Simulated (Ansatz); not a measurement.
## Worked example: self-consistent single point of K (Im-3m, 1 atom in the cell) in Ansatz

Method of the run: PBE (plane waves, PAW; Ansatz, a first-principles code).

The input file:

Ansatz 0.2 input:
```yaml
crystal:
  lattice:
    - [-2.65320000, 2.65320000, 2.65320000]
    - [2.65320000, -2.65320000, 2.65320000]
    - [2.65320000, 2.65320000, -2.65320000]
  atoms:
    - { symbol: K, position: [0.00000000, 0.00000000, 0.00000000] }
basis:
  ecutwfc: 420.0
kpoints:
  mp_grid: { grid: [9, 9, 9] }
hamiltonian:
  xc: pbe
  pseudopotentials: { kind: paw }
scf:
  occupations: { method: fermi_dirac, width: 0.1 }
output:
  forces: true
  eigenvalues: true
  stress: true
```

Output, abridged:

```
WARN ansatz: RAYON_NUM_THREADS=1 ignored (pool sized by the plan → 1); use --threads N
Pseudopotentials: kind: paw
Pseudopotential: K, paw, valence charge 9
Crystal: 1 atoms, lattice volume = 74.708 Å³
Basis set: ecut = 420 eV, 1481 PW (Γ), exchange–correlation on 64×64×64 points (8 copies of the dense FFT grid, shifted against one another)
Bands: 9, of which v1, the nominal top of the filled ones, is band 5 counted from 1 (4 counted from 0)
Symmetry: 48 space group operations
Space group: Im-3m (ITA 229), of the structure as read, at distance tolerance 4.2e-5 Å
k-points: 35 of 729
Initial density: superposition of atomic densities (neutral atoms: chi_scale 0, normalization atom), corrected by the library's trained network
Initial wavefunctions: pseudopotential atomic-orbital guess
Eigensolver: davidson
Functional: x = pbe(κ = 0.804, μ = 0.2195149727645171), c = pbe(β = 0.06672455060314922)
SCF iter   1: F=—  HF=-1537.798220 eV  |F-HF|=—  |Δ(HF+E_count)|=         —  Δρ=3.19e-4  dr2=4.16e-5  ethr=1.77e-3  ⟨swp⟩=5.2  Hψ=2288  notcnv=0
all-band conjugate gradients solve this SCF's bands
preconditioner: auto → Kerker (q_TF=auto, 1.917 Å⁻¹)
SCF iter   2: F=—  HF=-1537.798084 eV  |F-HF|=—  |Δ(HF+E_count)|=   1.36e-4  Δρ=2.34e-4  dr2=4.01e-5  ethr=4.62e-7  ⟨swp⟩=2.3  Hψ=774  notcnv=0
SCF iter   3: F=—  HF=-1537.798160 eV  |F-HF|=—  |Δ(HF+E_count)|=   7.64e-5  Δρ=8.59e-5  dr2=6.39e-6  ethr=4.45e-7  ⟨swp⟩=2.1  Hψ=449  notcnv=0
SCF iter   4: F=—  HF=-1537.798179 eV  |F-HF|=—  |Δ(HF+E_count)|=   1.90e-5  Δρ=4.25e-5  dr2=9.84e-7  ethr=7.09e-8  ⟨swp⟩=2.0  Hψ=453  notcnv=0
iter 5 did not close the SCF: its close was put off for the readings that it lacked (scf_convergence_deferred on its scf_iter line)
SCF iter   5: F=-1537.798179 eV  HF=-1537.798179 eV  |F-HF|=7.23e-9  |Δ(HF+E_count)|=   3.57e-8  Δρ=1.04e-5  dr2=7.40e-8  ethr=1.09e-8  ⟨swp⟩=2.5  Hψ=475  notcnv=0
SCF iter   6: F=-1537.798179 eV  HF=-1537.798179 eV  |F-HF|=5.42e-10  |Δ(HF+E_count)|=   7.97e-9  Δρ=1.14e-6  dr2=9.86e-10  ethr=8.22e-10  ⟨swp⟩=2.0  Hψ=1056  notcnv=0
SCF 1 converged in 6 iterations: F = -1537.798179 eV  dr2 = 9.86e-10
SCF converged after 6 iterations
Free energy (F): -1537.798179 eV
Harris-Foulkes:  -1537.798179 eV  (|F-HF|=5.42e-10)
Internal energy: -1537.774545 eV  (E = F + TS)
E sigma→0 (E₀):  -1537.786362 eV
Entropy (-TS):   -0.023634 eV (-23.634 meV/atom)
Fermi energy:    1.704994 eV
--- Per-component energies (eV) ---
  E_band       = -143.489896
  E_kinetic    = 252.189608
  E_local      = -757.983600  (includes V_loc(G=0)·N_el)
  E_nonlocal   = 12.922690
  E_hartree    = 270.650903
  E_xc         = -133.750873
  E_vxc        = -163.029928  (∫ρ·V_xc dr)
  E_paw        = -781.843090  (= ΣΔE_a)
  E_vpaw       = -28.889834  (= ΣTr[D̂ρ^β])
  E_aug_tail   = -0.000003  (compensation charges beyond the density's cutoff)
  E_ewald      = -399.960179
  E_smearing   = -0.023634  (= −TS)
  E_closure    = 0.000000  (closes the sum)
  Σ components = -1537.798179   (vs F -1537.798179, Δ=0.00e0)
--- Forces (eV/Å), atoms counted from 1 ---
  atom   1  K     -0.00000000     0.00000000     0.00000000
  max |Σ_I F_I| component: 3.08e-32 eV/Å
--- Stress (GPa, compression-positive) ---
       -0.040379       0.000000      -0.000000
       -0.000000      -0.040379       0.000000
       -0.000000       0.000000      -0.040379
  P = ⅓ Tr σ = -0.0404 GPa (-0.404 kbar)
  The stress holds the Pulay correction. Without it, at fixed plane waves, as pw.x and ABINIT print it: P = -0.0407 GPa
--- Band table (eV; the first three rows and the last of 35) ---
  k-point 0: bands = ["-30.4405", "-13.8919", "-13.8919", "-13.8919", "-0.4366", "5.9656", "5.9656", "5.9656", "6.8530"]
  k-point 1: bands = ["-30.4400", "-13.8995", "-13.8945", "-13.8919", "-0.2854", "5.7138", "5.7775", "6.0836", "6.6450"]
  k-point 2: bands = ["-30.4389", "-13.9185", "-13.9009", "-13.8919", "0.1565", "4.8705", "5.3985", "6.4315", "6.6517"]
  k-point 34: bands = ["-30.4339", "-13.9379", "-13.9367", "-13.9367", "3.1830", "3.4373", "5.1091", "5.1153", "5.1153"]
```

The run converged in 6 iterations.

The starting cell has typed, rounded lattice constants, without a prior relaxation at this level. Its lattice was rescaled by up to half a per cent. Ansatz's pressure includes its estimate of the finite-basis (Pulay) stress.
